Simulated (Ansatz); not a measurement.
The parent structure is BeS in the zinc blende structure (space group F-43m, No. 216; a = 4.838 Å).

Modification: a hydrostatic pressure of 18 GPa.

Level of theory: PBEsol (Ansatz, a program for electronic structure; PAW; 420 eV plane waves; without spin-orbit coupling).

Base, band edges from the VBM (valence, conduction): X -2.70, 2.91; W -3.44, 6.31; L -1.05, 5.38; Γ 0.00, 5.58; K -2.24, 4.19; U -2.24, 4.19 eV.

### Question
Give the band edges at the high-symmetry points of the new zone, measured from its valence-band maximum.

### Answer
| point | valence edge (eV) | conduction edge (eV) |
|---|---|---|
| Γ | 0.00 | 5.46 |
| X | -3.24 | 2.54 |
| U | -2.70 | 3.98 |
| K | -2.70 | 3.98 |
| L | -1.27 | 5.88 |
| W | -4.20 | 6.42 |

The gap is 2.54 eV, indirect, Γ → X.

Load acts through the strain it causes; cell and atoms are relaxed under it. Whether these cells are dynamically stable was not tested. No other phases were tried under pressure.
